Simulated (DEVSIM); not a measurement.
System: abrupt GaAs n-p junction, at 300 K.

```tsv
layer (left to right)	material	thickness (μm)	Nd (cm⁻³)	Na (cm⁻³)	τn (s)	τp (s)
1	GaAs	0.170	1.6e16	-	4.2e-8	4.2e-8
2	GaAs	0.400	-	1e14	4.2e-8	4.2e-8
```

Left contact: ohmic. Right contact: ohmic. Voltage is applied to the left contact. Recombination: SRH at mid-gap, Auger. Mobility is μmin + (μ − μmin)/(1 + (N/Nref)^α).

This is a model device: material constants are rounded textbook-type values typed into the input, and sizes, dopings and lifetimes were drawn at random. Values at 300 K.

| parameter | GaAs |
|---|---|
| gap (eV) | 1.424 |
| affinity (eV) | 4.07 |
| permittivity | 12.9 |
| Nc (cm⁻³) | 4.7e17 |
| Nv (cm⁻³) | 9e18 |
| μn (cm²/Vs) | 8500 |
| μp (cm²/Vs) | 400 |
| μn,min | 500 |
| μp,min | 20 |
| Nref,n | 6e16 |
| Nref,p | 1.5e17 |
| αn | 0.39 |
| αp | 0.38 |
| Cn (cm⁶/s) | 1e-30 |
| Cp (cm⁶/s) | 1e-30 |

Simulated with DEVSIM: 1D drift-diffusion, Boltzmann statistics, complete ionisation; no tunnelling, impact ionisation, image-force lowering or self-heating.

The doping Na of layer 2 was swept, all else fixed.

```csv
doping Na of layer 2 (cm^-3),dark forward voltage at 1 A/cm² (V),dark forward voltage at 100 A/cm² (V),largest field in the device at zero bias (V/cm),potential step across the device at zero bias (V)
3e12,0.645,0.785,21000,0.951
1e13,0.676,0.817,21000,0.982
3e13,[?],[?],22000,1.011
1e14,0.738,0.879,23000,1.042
3e14,0.769,0.911,24000,1.070
1e15,0.809,0.952,26000,1.101
3e15,0.860,0.994,31000,1.130
```

Question: What belongs in the gaps?

Answer: 
- 3e13, dark forward voltage at 1 A/cm² (V): 0.705
- 3e13, dark forward voltage at 100 A/cm² (V): 0.846
